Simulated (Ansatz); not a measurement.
We consider CuC6 (model structure, P6/mmm, No. 191, 7 atoms in the cell), described by PBEsol (plane waves, PAW; Ansatz, a first-principles code).

Numerical settings: plane-wave cutoff 520 eV, 18×18×12 k mesh (along the axes of the cell as run), Fermi–Dirac smearing 0.05 eV, no spin polarisation, scalar-relativistic PAW data made under PBE.

Cell (relaxed at this level):

```
CuC6
1.0
    4.32224     0.00000     0.00000
   -2.16112     3.74317     0.00000
    0.00000     0.00000     3.77782
C Cu
6 1
Direct
  0.33557   0.33557   0.00000
  0.33557   0.00000   0.00000
  0.66443   0.00000   0.00000
  0.66443   0.66443   0.00000
  0.00000   0.66443   0.00000
  0.00000   0.33557   0.00000
  0.00000   0.00000   0.50000
```

Problem. Predict the bulk modulus.

Solution. 
- bulk modulus: 53.6 GPa

Note: the run has no spin polarisation, so it can have missed a magnetic state; the bulk modulus is −V dP/dV from two relaxed cells at ±2 % in volume; the relaxation could raise the start's symmetry but not lower it, so the cell can be a saddle point.

Computed values are for the static lattice.

It cost roughly 8 core-minutes of CPU time.

A model structure was made by putting elements into a prototype or built by hand; it is no filed structure, need not be a known phase, and can be a saddle point held by its symmetry.
